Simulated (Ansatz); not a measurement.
We consider antifluorite K2S, described by HSE06 (plane waves, PAW; Ansatz, a program for electronic structure).

Run with plane-wave cutoff 500 eV, 6×6×6 k mesh, gaussian smearing 0.02 eV, scalar-relativistic PAW data made under PBE.

Cell (relaxed at this level):

Space group Fm-3m (No. 225); a = 7.4201 Å, b = 7.4201 Å, c = 7.4201 Å, α = 90.00°, β = 90.00°, γ = 90.00°

```
atom  site  symmetry       x       y       z
----  ----  --------  ------  ------  ------
K       8c      -43m  0.2500  0.2500  0.2500
S       4a      m-3m  0.0000  0.0000  0.0000
```
(The calculation used a cell of 3 atoms; values per cell refer to that cell.)

Question: Give the computed band gap.

Answer: 
band gap: 3.29 eV (on the SCF k mesh)

Computed values are for the static lattice.

Computing time: around 4 core-minutes (rough).
